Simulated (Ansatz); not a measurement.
The reference is GaN in the wurtzite structure (space group P6_3mc, No. 186; a = 3.218 Å, c = 5.243 Å). Axes: x lies along a and z along c of the hexagonal cell.

All numbers come from Ansatz (a first-principles code) PBE, spin-orbit coupling left out.

Base values:

* **Band gap**: 1.71 eV
* **Pressure**: 0.0 kbar
* **Electron mass**: 0.14 mₑ along c, 0.16 mₑ across (at Γ)

One thing is altered: the cell is stretched by 0.60 % along z with no lateral relaxation; the atoms relax in the strained cell.

**Question.** Estimate the effect on the band gap.

**Answer.** The band gap falls by 0.06 eV (1.71 eV → 1.65 eV).

**Question.** How does this affect the pressure?

**Answer.** The pressure (mean of the normal stresses, compression positive) goes from zero to -10.1 kbar.

**Question.** Estimate the effect on the electron mass.

**Answer.** The electron mass goes from 0.14 mₑ along c, 0.16 mₑ across (at Γ) to 0.14 mₑ along z, 0.16 mₑ across (at Γ).

**Question.** Predict the new energy relative to the base.

**Answer.** The energy goes up by 0.5 meV/atom.

Effective masses come from finite differences of ±0.01 Å⁻¹. No phonon test of stability was made.
